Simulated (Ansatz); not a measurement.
N on the O site + 1 H in alpha quartz: one set of geometries, relaxed with PBE, evaluated in Ansatz (PAW, plane waves to 420 eV, 500 eV under r2SCAN) with PBE, r2SCAN.

Cell and caveats: 72-site cell; 2×2×2 Γ-centred k-points; start: the O site; H antibonding at the dopant; charged states image-corrected; not converged in cell size; flagged in the runs: a doubtful potential alignment, a host whose relaxation on this sampling wasn't shown to rest, a strain field that reaches the edge of the cell.

| quantity | PBE | r2SCAN |
|---|---|---|
| host gap (eV) | 5.68 | (withheld) |
| ε(+1/0) above the VBM (eV) | 0.19 | (withheld) |
| largest moment on one atom at charge +1 (μB) | 0.18 | (withheld) |
| neutral formation energy against H2 molecule in a box, N2 molecule in a box, O2 molecule in a box (eV) | 2.54 | (withheld) |

### Question
Given the lower rungs, what does r2SCAN give?

### Answer

- host gap (eV), r2SCAN: 6.32
- ε(+1/0) above the VBM (eV), r2SCAN: 0.45
- largest moment on one atom at charge +1 (μB), r2SCAN: 0.22
- neutral formation energy against H2 molecule in a box, N2 molecule in a box, O2 molecule in a box (eV), r2SCAN: 2.58

Ansatz is a quantum-chemistry and plane-wave program.
